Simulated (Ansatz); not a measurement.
Defect: C-vacancy pair (C on one host N site, one N site vacant) in wurtzite GaN, neutral cell. These are PBE, PAW (plane waves to 420 eV; Ansatz, a quantum-chemistry and plane-wave program) values and carry that method's errors.

Cell of 72 host sites held at the relaxed PBE lattice; one k-point at (0.125, 0.250, 0.250); Fermi-Dirac width 0.01 eV, spin-restricted; finite-size errors left in. Energies are static. The charge state is imposed; whether it is stable for some Fermi level was not computed. Forms of the defect that were not tried may lie lower.

Barriers: single points on a 2×2×2 k-point mesh shifted by half a step along c at the bands' geometries (they differ from the bands' own by up to 0.22 eV, and are uncertain by about as much).

The step: a nearby N atom hops onto the vacant site (C-vacancy distance between ideal sites 3.21 → 5.57 Å); the atom moves 3.19 Å along (0.00, -0.99, 0.00) of the unit cell; the moving atom starts with neighbours Ga at 1.96, 2 Ga at 1.97, Ga at 1.98 Å and ends with Ga at 1.95, Ga at 1.96, Ga at 1.97, Ga at 2.02 Å.

Q: What is the computed migration barrier of this step (PBE, PAW)?

A: 3.50 eV forward and 3.28 eV backward. At the saddle the moving atom has neighbours Ga at 1.86, Ga at 2.12, Ga at 2.20, Ga at 2.34 Å. The saddle point's order was not checked.
